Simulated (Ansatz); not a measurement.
Base system: ZrO₂ (space group P4_2/nmc, No. 137; a = 3.6208 Å, c = 5.2843 Å).

Levels (all Ansatz, an electronic-structure program, PAW, earlier PAW set): PBE (420 eV, no SOC); r2SCAN (500 eV, spin-orbit coupling left out); HSE06 (420 eV, spin-orbit coupling left out); PBE+SOC (420 eV, spin-orbit coupling included).

One geometry, relaxed with PBE, under each level:

```csv
level,band gap,lowest conduction level above the VBM at special points,electron mass,pressure
PBE,4.04 eV,Γ 4.04 eV; X 4.43 eV; R 4.51 eV; Z 4.55 eV,"2.3 mₑ along c, 0.61 mₑ across (at Γ)",0.00 GPa
r2SCAN,4.58 eV,Γ 4.58 eV; X 4.93 eV; R 5.02 eV; Z 5.09 eV,–,-3.90 GPa
HSE06,5.68 eV,Γ 5.68 eV; X 6.07 eV; R 6.18 eV,–,–
PBE+SOC,4.04 eV,Γ 4.04 eV; X 4.43 eV; R 4.51 eV; Z 4.55 eV,"2.3 mₑ along c, 0.61 mₑ across (at Γ)",-0.01 GPa
```

Single points use the geometry relaxed with PBE. Their cutoffs differ, which shifts pressures a little. The hybrid gap comes from the SCF mesh plus the semilocal run's edge points and a few special points and is an upper bound. The spin-orbit shifts are approximate. Masses are band curvatures over ±0.01 Å⁻¹ around the edge. No phonon test of stability was made. This is not the structure that ZrO2 has at room temperature and ambient pressure.
